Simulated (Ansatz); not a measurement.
# 1T (CdI2-type) MgI2

Method: rVV10 in Ansatz (plane waves, PAW).

Run with plane-wave cutoff 520 eV, 12×12×6 k mesh (along the axes of the cell as run), Fermi–Dirac smearing 0.01 eV, scalar-relativistic PAW data made under PBE.

Cell: relaxed at this level.

| Item | Result |
|---|---|
| equilibrium volume per atom | 34.64 Å³/atom |
| bulk modulus | 18.7 GPa |
| lattice constant a | 4.195 Å |
| c axis length | 6.823 Å |
| band gap | 3.25 eV |
| smallest direct gap on the k points sampled | 3.28 eV |

Measured, for comparison: lattice constant a 4.14 Å, lattice parameter c 6.88 Å (temperature not stated, copied from a table, unchecked, not corrected to a static lattice; as tabulated in Crystal Structures 1, 239 (1963)). Computed (rounded) less measured: lattice constant a not scored (unchecked), lattice parameter c not scored (unchecked). A static lattice is as a rule a little smaller and stiffer than an uncorrected measurement, which narrows the difference in the lattice parameter c and would widen misses of the other sign.

Note: the bulk modulus comes from volumes at which shape and atoms were relaxed.

Spin–orbit coupling is not included; with these elements it can move the gap by several tenths of an eV or more.

The computed numbers hold no vibrational or temperature effects.

The result took roughly 9 core-minutes.

Ansatz is an electronic-structure program.
